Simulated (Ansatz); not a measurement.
Start from InSe in the beta-GaS type structure (space group P6_3/mmc, No. 194; layered, stacked along the Cartesian z axis).

```yaml
crystal:
  lattice:
    - [4.01657, 0.00000, 0.00000]
    - [-2.00829, 3.47846, 0.00000]
    - [0.00000, 0.00000, 16.93265]
  atoms:
    - { symbol: In, position: [0.33333, 0.66667, 0.66774] }
    - { symbol: In, position: [0.66667, 0.33333, 0.16774] }
    - { symbol: In, position: [0.66667, 0.33333, 0.33226] }
    - { symbol: In, position: [0.33333, 0.66667, 0.83226] }
    - { symbol: Se, position: [0.33333, 0.66667, 0.09281] }
    - { symbol: Se, position: [0.66667, 0.33333, 0.59281] }
    - { symbol: Se, position: [0.66667, 0.33333, 0.90719] }
    - { symbol: Se, position: [0.33333, 0.66667, 0.40719] }
```

Method: DFT with r2SCAN+rVV10, PAW potentials and a 500 eV plane-wave cutoff in Ansatz (a quantum-chemistry and plane-wave program), scalar-relativistic without spin-orbit coupling.

For the base:

* **Lattice parameter a**: 4.017 Å
* **c/a ratio**: 4.216

One thing is altered: a hydrostatic pressure of 4.2 GPa.

**Question.** What happens to the lattice parameter a?

**Answer.** The lattice parameter a falls by 0.113 Å (4.017 Å → 3.904 Å).

**Question.** What does the calculation give for the c/a ratio after the change?

**Answer.** The c/a ratio decreases by 0.0814, from 4.216 to 4.134.

Load acts through the strain it causes; cell and atoms are relaxed under it. Whether these cells are dynamically stable was not tested.
